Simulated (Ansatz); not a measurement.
# TaAs (I4₁md, No. 109, 4 atoms in the cell; start mp-1936): properties by level of theory

| level (code) | lattice constant a (Å) | c axis length (Å) |
|---|---|---|
| LDA (Ansatz) | 3.405 | 11.510 |
| PBEsol (Ansatz) | 3.429 | 11.583 |
| PBE-D3(BJ) (Ansatz) | 3.433 | 11.566 |
| PBE-D4 (Ansatz) | 3.442 | 11.626 |
| r²SCAN+rVV10 (Ansatz) | 3.435 | 11.664 |

Caveats: the relaxation could not lower the start's symmetry, so the cell can be a saddle point above a distorted one (LDA, PBEsol, PBE-D3(BJ), PBE-D4, r²SCAN+rVV10). Ansatz's density-functional and Hartree–Fock values are scalar-relativistic unless marked +SOC, with PAW data made under PBE.

Static lattice: no zero-point or thermal effects.

A start named mp-… is a Materials Project structure, which need not be a measured phase.

Ansatz is a quantum-chemistry and plane-wave program.
